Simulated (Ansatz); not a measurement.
## How the band gap of 1T (CdI2-type) MgI2 moves with the method

No measured value is used here.

```json
[
 {"level (code)": "LDA+SOC (Ansatz)", "value (eV)": "2.98 (indirect)", "cell (Å³/atom)": "34.18"},
 {"level (code)": "BLYP (Ansatz)", "value (eV)": "3.54", "cell (Å³/atom)": "34.18"},
 {"level (code)": "PBE (Ansatz)", "value (eV)": "3.49", "cell (Å³/atom)": "34.18"},
 {"level (code)": "PBEsol (Ansatz)", "value (eV)": "3.43", "cell (Å³/atom)": "34.18"},
 {"level (code)": "PBE-D3(BJ) (Ansatz)", "value (eV)": "3.52", "cell (Å³/atom)": "33.54"},
 {"level (code)": "r²SCAN (Ansatz)", "value (eV)": "4.11", "cell (Å³/atom)": "34.18"},
 {"level (code)": "B3LYP (VWN-RPA form) (Ansatz)", "value (eV)": "4.86", "cell (Å³/atom)": "34.18"},
 {"level (code)": "HSE06+SOC (Ansatz)", "value (eV)": "4.09 (indirect)", "cell (Å³/atom)": "34.18"},
 {"level (code)": "r²SCAN0 (Ansatz)", "value (eV)": "5.53", "cell (Å³/atom)": "34.18"},
 {"level (code)": "Hartree–Fock (Ansatz)", "value (eV)": "10.50", "cell (Å³/atom)": "34.18"},
 {"level (code)": "G0W0@PBEsol+SOC (Ansatz)", "value (eV)": "4.93 ± 0.02", "cell (Å³/atom)": "34.18"}
]
```

Computed values are for a static lattice. Spin–orbit coupling is included only where a level's name says +SOC; with heavier elements it mostly lowers gaps and can invert bands.  A ± on a computed value is a rough bar: the spread of its extrapolation, a floor set from checks against published values, or a statistical error. PBE-D3(BJ): the gap is read on the k mesh or supercell of the run alone and can be too large. Values are at the measured cell; PBE-D3(BJ) at the level's own equilibrium cell. Cutoffs and k meshes differ between the levels. Ansatz's density-functional and Hartree–Fock values are scalar-relativistic unless marked +SOC, with PAW data made under PBE.

Ansatz is a first-principles code.
